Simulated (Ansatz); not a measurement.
Consider the following.

```
Ge
1.0
    0.00000     2.78550     2.78550
    2.78550     0.00000     2.78550
    2.78550     2.78550     0.00000
Ge
2
Direct
  0.00000   0.00000   0.00000
  0.25000   0.25000   0.25000
```

All values below come from LDA, finite-displacement electron-phonon coupling, linearised Boltzmann equation (plane waves, PAW, scalar-relativistic; Ansatz, an electronic-structure program). Condition of this run: hydrostatic pressure 2 GPa (the target of the relaxation). Geometry: relaxed with this functional, without spin-orbit coupling, then loaded as said.

Predict the intrinsic electron mobility at 300 K.

5400 cm²/(V·s).

Scattering by harmonic phonons alone: no impurities, screening or carrier-carrier scattering, bands fixed at 0 K. From a coarser fine mesh the values given move by up to 7 %. The mesh was bound by memory.
